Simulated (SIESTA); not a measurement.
**SIESTA run on La2Si3O9 (P-1, 28 atoms in the cell): self-consistent single point**

Computed with GGA PBEsol, numerical atomic orbitals DZP, PseudoDojo PBEsol standard norm-conserving potentials (rewritten from UPF to PSML) in SIESTA 5.4.2.

Input as run:

```
# files in the folder: La.psml Si.psml O.psml (PseudoDojo PBEsol standard)
SystemName  La2(SiO3)3
SystemLabel la2(sio3)3

NumberOfAtoms                28
NumberOfSpecies              3
%block ChemicalSpeciesLabel
  1 57 La
  2 14 Si
  3 8 O
%endblock ChemicalSpeciesLabel
LatticeConstant              1.0 Bohr
%block LatticeVectors
    10.459930787    0.000000000    0.000000000
    -0.430131902   14.280008368    0.000000000
    -5.099866253   -5.256254318   14.587784283
%endblock LatticeVectors
AtomicCoordinatesFormat      Fractional
%block AtomicCoordinatesAndAtomicSpecies
     0.807100000    0.183440000    0.583600000  1
     0.192900000    0.816560000    0.416400000  1
     0.132240000    0.203960000    0.217780000  1
     0.867760000    0.796040000    0.782220000  1
     0.429910000    0.076990000    0.859500000  2
     0.570090000    0.923010000    0.140500000  2
     0.762930000    0.487460000    0.997830000  2
     0.237070000    0.512540000    0.002170000  2
     0.339740000    0.481240000    0.667920000  2
     0.660260000    0.518760000    0.332080000  2
     0.700720000    0.006150000    0.998980000  3
     0.299280000    0.993850000    0.001020000  3
     0.131850000    0.015550000    0.709840000  3
     0.868150000    0.984450000    0.290160000  3
     0.574200000    0.030770000    0.705860000  3
     0.425800000    0.969230000    0.294140000  3
     0.986770000    0.333740000    0.955990000  3
     0.013230000    0.666260000    0.044010000  3
     0.470870000    0.323130000    0.952440000  3
     0.529130000    0.676870000    0.047560000  3
     0.204150000    0.286810000    0.514630000  3
     0.795850000    0.713190000    0.485370000  3
     0.622650000    0.337760000    0.385050000  3
     0.377350000    0.662240000    0.614950000  3
     0.639270000    0.469580000    0.778430000  3
     0.360730000    0.530420000    0.221570000  3
     0.149030000    0.509660000    0.786220000  3
     0.850970000    0.490340000    0.213780000  3
%endblock AtomicCoordinatesAndAtomicSpecies

XC.functional                GGA
XC.authors                   PBEsol
PAO.BasisSize                DZP
PAO.EnergyShift              0.005 Ry
MeshCutoff                   400 Ry
%block kgrid.MonkhorstPack
    4   0   0  0.5
    0   3   0  0.5
    0   0   3  0.5
%endblock kgrid.MonkhorstPack
OccupationFunction           FD
ElectronicTemperature        10 K

MaxSCFIterations             150
SCF.Mixer.Method             Pulay
SCF.Mixer.Weight             0.2
SCF.Mixer.History            6
SCF.DM.Tolerance             1.0E-04
Diag.ParallelOverK           true
WriteForces                  true
Charge.Mulliken              end
```

Log, with long lists cut:

```
reinit: Reading from file input.fdf

reinit: System Name: La2(SiO3)3
reinit: System Label: la2(sio3)3

coor:   Atomic-coordinates input format  =     Fractional

siesta: Atomic coordinates (Bohr) and species
siesta:      5.38702  -0.44803   8.51343  1        1
siesta:     -0.45709   9.47178   6.07435  1        2
siesta:      0.18484   1.76784   3.17693  1        3
siesta:      4.74509   7.25591  11.41086  1        4
siesta:      0.08038  -3.41833  12.53820  2        5
siesta:      4.84955  12.44209   2.04958  2        6
   [... 17 lines left out ...]
siesta:      0.52604   6.22446   8.97076  3       24
siesta:      2.51485   2.61398  11.35557  3       25
siesta:      2.41508   6.40977   3.23222  3       26
siesta:     -2.66999   3.14538  11.46921  3       27
siesta:      7.59993   5.87838   3.11858  3       28

siesta: System type = bulk

initatomlists: Number of atoms, orbitals, and projectors:     28   388   470

siesta: ******************** Simulation parameters ****************************
redata: Spin configuration                          = none
redata: Time-Reversal Symmetry                      = T
redata: Number of Atomic Species                    =        3
redata: Mesh Cutoff                                 =   400.0000 Ry
redata: Net charge of the system                    =     0.0000 |e|
redata: Min. number of SCF Iter                     =        0
redata: Max. number of SCF Iter                     =      150
redata: SCF convergence failure will abort job
redata: SCF mix quantity                            = Hamiltonian
redata: Mix DM or H after convergence               =   F
redata: Recompute H after scf cycle                 =   F
redata: Mix DM in first SCF step                    =   T
redata: No kicks to SCF
redata: DM Mixing Weight for Kicks                  =     0.5000
redata: Require Harris convergence for SCF          =   F
   [... lines left out ...]
diag: Parallel distribution                         =     1 x     1
diag: Used triangular part                          = Lower
diag: Absolute tolerance                            =  0.100E-15
diag: Orthogonalization factor                      =  0.100E-05
diag: Memory factor                                 =  1.0000

superc: Internal auxiliary supercell:     5 x     5 x     3  =      75
superc: Number of atoms, orbitals, and projectors:   2100  29100  35250

                        Single-point calculation

superc: Internal auxiliary supercell:     5 x     5 x     3  =      75
superc: Number of atoms, orbitals, and projectors:   2100  29100  35250

outcell: Unit cell vectors (Ang):
        5.535157    0.000000    0.000000
       -0.227616    7.556655    0.000000
       -2.698733   -2.781490    7.719523

outcell: Cell vector modules (Ang)   :    5.535157    7.560082    8.637759
outcell: Cell angles (23,13,12) (deg):    108.2077    108.2060     91.7253
outcell: Cell volume (Ang**3)        :    322.8866
new_DM -- step:     1
Initializing Density Matrix...

Attempting to read DM from file... Failed...
DM filled with atomic data:

InitMesh: MESH = 64 x 90 x 96 = 552960
InitMesh: Mesh cutoff (required, used) =   400.000   417.831 Ry

stepf: Fermi-Dirac step function
        iscf     Eharris(eV)        E_KS(eV)     FreeEng(eV)     dDmax    Ef(eV) dHmax(eV)
   scf:    1   -12484.063992   -12595.727991   -12595.727991  1.712494 -7.433867 10.382502
   scf:    2   -12634.984299   -12618.049075   -12618.049075  0.133647 -7.916517  4.202804
   scf:    3   -12626.098969   -12624.088822   -12624.088822  0.113500 -3.371767  0.568647
   scf:    4   -12624.139053   -12624.154904   -12624.154904  0.024064 -3.419072  0.419912
   scf:    5   -12624.141571   -12624.167442   -12624.167442  0.008321 -3.465741  0.254298
   scf:    6   -12624.190448   -12624.184247   -12624.184247  0.018147 -3.505176  0.066721
   scf:    7   -12624.186113   -12624.185281   -12624.185281  0.005988 -3.529958  0.031926
   scf:    8   -12624.185438   -12624.185381   -12624.185381  0.000560 -3.531028  0.008155
   scf:    9   -12624.185399   -12624.185391   -12624.185391  0.000443 -3.531199  0.005129
   scf:   10   -12624.185397   -12624.185394   -12624.185394  0.000277 -3.529713  0.002105
   scf:   11   -12624.185395   -12624.185395   -12624.185395  0.000163 -3.528731  0.000291
   scf:   12   -12624.185395   -12624.185395   -12624.185395  0.000023 -3.528638  0.000106
SCF Convergence by DM+H criterion
max |DM_out - DM_in|         :     0.0000231325
max |H_out - H_in|      (eV) :     0.0001058378
SCF cycle converged after 12 iterations

Using DM_out to compute the final energy and forces

siesta: E_KS(eV) =           -12624.1854

siesta: E_KS - E_eggbox =    -12624.1854

siesta: Atomic forces (eV/Ang):
     1   -0.000385    0.250713    0.119948
     2    0.000385   -0.250713   -0.119948
     3    0.022829    0.390131   -0.413448
   [... 25 lines left out ...]
   Tot    0.000000    0.000000   -0.000000
   Max    0.607681
   Res    0.215575    sqrt( Sum f_i^2 / 3N )
   Max    0.607681    constrained

Stress tensor Voigt[x,y,z,yz,xz,xy] (kbar):       -8.52       -6.41      -11.43       12.50        1.43       -0.84
(Free)E + p*V (eV/cell)   -12622.4146
Target enthalpy (eV/cell)   -12624.1854

siesta: Program's energy decomposition (eV):
siesta: Ebs     =     -2967.956370
siesta: Eions   =     18571.515996
siesta: Ena     =      3286.457763
siesta: Ekin    =      6659.906136
siesta: Enl     =      -775.356447
siesta: Eso     =         0.000000
siesta: Edftu   =         0.000000
siesta: DEna    =       -18.435630
siesta: DUscf   =        11.006825
siesta: DUext   =         0.000000
siesta: Ex      =     -2952.497964
siesta: Ec      =      -263.750082
siesta: Exc     =     -3216.248046
siesta: Eharris =    -12624.185395
siesta: Etot    =    -12624.185395
siesta: FreeEng =    -12624.185395

siesta: Atomic forces (eV/Ang):
siesta:      1   -0.000385    0.250713    0.119948
siesta:      2    0.000385   -0.250713   -0.119948
siesta:      3    0.022829    0.390131   -0.413448
siesta:      4   -0.022829   -0.390131    0.413448
siesta:      5    0.034224   -0.044979    0.186978
siesta:      6   -0.034224    0.044979   -0.186978
   [... 18 lines left out ...]
siesta:     25    0.413710    0.032739    0.001272
siesta:     26   -0.413710   -0.032739   -0.001272
siesta:     27   -0.444787   -0.138567   -0.036444
siesta:     28    0.444787    0.138567    0.036444
siesta: ----------------------------------------
siesta:    Tot    0.000000    0.000000   -0.000000

   [... lines left out ...]
siesta: Cell volume =        322.886587 Ang**3
siesta:           8.78658599         -5.87636779  kBar
   [... lines left out ...]
   8  3.522   0.515   0.279   0.389   0.322   0.035   0.140   0.196   0.402
              0.289   0.238   0.298   0.238   0.180
   9  4.014   0.585   0.275   0.418   0.416   0.503   0.199   0.175   0.123
              0.283   0.265   0.240   0.261   0.270
  10  4.014   0.585   0.275   0.418   0.416   0.503   0.199   0.175   0.123
              0.283   0.265   0.240   0.261   0.270

Species: O
Atom  Qatom  Qorb
               2s      2s      2py     2pz     2px     2py     2pz     2px
               3Pdxy   3Pdyz   3Pdz2   3Pdxz   3Pdx2-y2
  11  6.537   1.779  -0.015   1.586   1.650   1.731  -0.009  -0.079  -0.125
              0.006   0.003   0.002   0.007   0.002
  12  6.537   1.779  -0.015   1.586   1.650   1.731  -0.009  -0.079  -0.125
   [... 33 lines left out ...]

mulliken: Qtot =      176.000

Mulliken Atomic Populations:
Atom #   charge [q] valence [e]  Species
     1     1.610105    9.389895  La
     2     1.610105    9.389895  La
     3     1.696032    9.303968  La
     4     1.696032    9.303968  La
     5     0.325562    3.674438  Si
     6     0.325562    3.674438  Si
     7     0.478475    3.521525  Si
     8     0.478475    3.521525  Si
     9    -0.013544    4.013544  Si
    10    -0.013544    4.013544  Si
    11    -0.537209    6.537209  O
    12    -0.537209    6.537209  O
    13    -0.594416    6.594416  O
   [... 15 lines left out ...]
 Total    -0.000000
```

The run converged in 12 iterations.

The starting cell comes from a database of computed structures (which also holds hypothetical and non-ambient phases and stackings), without a prior relaxation at this level. Its lattice was rescaled by a random factor within 2.5 % of one. Values carry the incompleteness of an atom-centred basis.

Cost on one core of a shared machine: roughly 7 min.
